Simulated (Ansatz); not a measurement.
The reference is PbO (space group P4/nmm, No. 129; a = 3.9696 Å, c = 4.7054 Å).

The values are results of PBEsol-D3(BJ) in Ansatz (plane waves to 420 eV, PAW, no spin-orbit coupling), not measurements.

One change was made to it. Results:

```tsv
quantity	base	after
band gap	0.90 eV	0.87 eV
volume per atom	18.54 Å³	18.37 Å³
smallest direct gap	1.97 eV	1.94 eV
```

What was done to the base?
(A) pressure 1.5 GPa
(B) pressure 3 GPa
(C) pressure 0.3 GPa
(D) pressure 7.5 GPa

C, pressure 0.3 GPa. For comparison, the band gap in the other runs: pressure 7.5 GPa gives 0.65 eV; pressure 3 GPa gives 0.71 eV; pressure 1.5 GPa gives 0.78 eV.

With Pb present, leaving out spin-orbit coupling can change the band edges. Load acts through the strain it causes; cell and atoms are relaxed under it. Whether these cells are dynamically stable was not tested. No other phases were tried under pressure.

Ansatz is a program for electronic structure.
